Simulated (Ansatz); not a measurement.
**ZrB2, response to strain**

The parent structure is ZrB₂ (space group P6/mmm, No. 191; relaxed with 0.1 eV smearing).

```yaml
crystal:
  lattice:
    - [3.17143, 0.00000, 0.00000]
    - [-1.58572, 2.74654, 0.00000]
    - [0.00000, 0.00000, 3.54182]
  atoms:
    - { symbol: Zr, position: [0.00000, 0.00000, 0.00000] }
    - { symbol: B, position: [0.66667, 0.33333, 0.50000] }
    - { symbol: B, position: [0.33333, 0.66667, 0.50000] }
```

Strains are applied to the cell and any free atomic positions relax.

Calculations: Ansatz (a first-principles code) PBE, without spin-orbit coupling.

Candidates:
(a) isotropic strain −1.00 %
(b) isotropic strain +2.50 %
(c) isotropic strain −2.50 %
(d) isotropic strain −2.00 %
(e) isotropic strain +3.00 %

Notes on the quantities. energy relative to the base: free energy F.

**Question.** Order them by energy relative to the base, highest first.

**Answer.** (e) isotropic strain +3.00 % (+57 meV/atom), (c) isotropic strain −2.50 % (+46 meV/atom), (b) isotropic strain +2.50 % (+40 meV/atom), (d) isotropic strain −2.00 % (+29 meV/atom), (a) isotropic strain −1.00 % (+7.1 meV/atom)

No phonon test of stability was made. All final runs are without spin polarisation.
